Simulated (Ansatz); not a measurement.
## How far PBE and PBEsol part for SiO2

Consider SiO2 (space group P3_221, No. 154; a = 5.0222 Å, c = 5.5098 Å).

(Cell as relaxed with PBE.)

Levels (all Ansatz, an electronic-structure program, PAW): PBE (420 eV, scalar-relativistic without spin-orbit coupling); PBEsol (420 eV, no spin-orbit coupling).

Each level relaxes its own structure.

```tsv
quantity	PBE	PBEsol
volume per atom	13.37 Å³	12.83 Å³
lattice parameter a	5.022 Å	4.949 Å
lattice parameter c	5.510 Å	5.442 Å
band gap	5.68 eV	5.72 eV
gap character	indirect, K → Γ	indirect, K → Γ
electron mass	0.51 mₑ	0.50 mₑ
```

PBE's volume per atom lies 0.546 Å³ above PBEsol's (4.3 %); PBE's lattice parameter a lies 0.073 Å above PBEsol's (1.5 %); PBE's lattice parameter c lies 0.068 Å above PBEsol's (1.2 %); PBE's band gap lies 0.04 eV below PBEsol's; the two agree on the gap character. Neither level is exact; PBEsol is the comparison here, not a measurement.

Masses are band curvatures over ±0.01 Å⁻¹ around the edge. Stability against distortions was not tested.
